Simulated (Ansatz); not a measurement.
System: fluorite HfO2 (high-temperature phase). Method: r²SCAN+rVV10 in Ansatz (plane waves, PAW).

Settings: plane-wave cutoff 600 eV, 8×8×8 k mesh, scalar-relativistic PAW data made under PBE.

Computed at the level's own relaxed cell.

Hill averages of the elastic tensor: K = 276.1 GPa, G = 124.4 GPa. Volume 10.712 Å³/atom, mean atomic mass 70.163 u.

Work out the density, the sound velocities of a polycrystal and the elastic Debye temperature at this level.

ρ = 1.66054 × 70.163/10.712 = 10.876 g/cm³. v_l = √[(K + 4G/3)/ρ] = 6.375 km/s and v_t = √(G/ρ) = 3.382 km/s. The mean follows from 3/v_m³ = 1/v_l³ + 2/v_t³: v_m = 3.780 km/s. Θ_D = (ħ/k_B) v_m (6π²/V)^(1/3) = 76.38 K Å s/km × 3.780 × 1.7682 Å⁻¹ = 511 K, counting all atoms of the cell.

Note: symmetry holds this phase in the static calculation, where it need not be a minimum; held by symmetry at 0 K, a high-temperature phase can be a saddle point.

Ansatz is a program for electronic structure.
